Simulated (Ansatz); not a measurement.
By PBEsol, the system below comes out a metal.

The ballistic (Sharvin) conductance counts the channels at the Fermi level: G/A = (e²/h) × channels of both spins per area.

Given:

```yaml
crystal:
  lattice:
    - [3.06276, 0.00000, 0.00000]
    - [0.00000, 3.52087, 0.00000]
    - [1.53138, 0.00000, 2.65243]
  atoms:
    - { symbol: Mg, position: [0.00000, 0.00000, 0.00000] }
    - { symbol: B, position: [0.66667, 0.50000, 0.66667] }
    - { symbol: B, position: [0.33333, 0.50000, 0.33333] }
```

The cell is taken as given; by PBEsol it stands under a pressure of -0.6 GPa.

The current flows along the normal of the first two printed cell vectors, the (100) plane of the conventional cell. No spin-orbit coupling; the value is a mean over 0.1 eV about the Fermi level.

Q: Predict the ballistic conductance per area from Ansatz (a first-principles code) with PBEsol.

A: 0.85 × 10¹⁵ S/m² for both spins.
